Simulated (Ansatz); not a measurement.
Consider ZrN in the rock salt structure (space group Fm-3m, No. 225; a = 4.5947 Å).

The values are results of plane-wave PAW DFT at the PBE level (Ansatz, a first-principles code, 420 eV), spin-orbit coupling left out, not measurements.

For the base:

```
Quantity            Value
---------------  --------
Volume per atom  12.13 Å³
```

Perturbation: a hydrostatic pressure of 9 GPa.

Estimate the effect on the volume per atom.

The volume per atom falls by 0.400 Å³, from 12.13 Å³ to 11.72 Å³.

Load acts through the strain it causes; cell and atoms are relaxed under it. Stability against distortions was not tested. No other phases were tried under pressure. The final runs are not spin-polarised. An odd electron count without spin: ZrN.
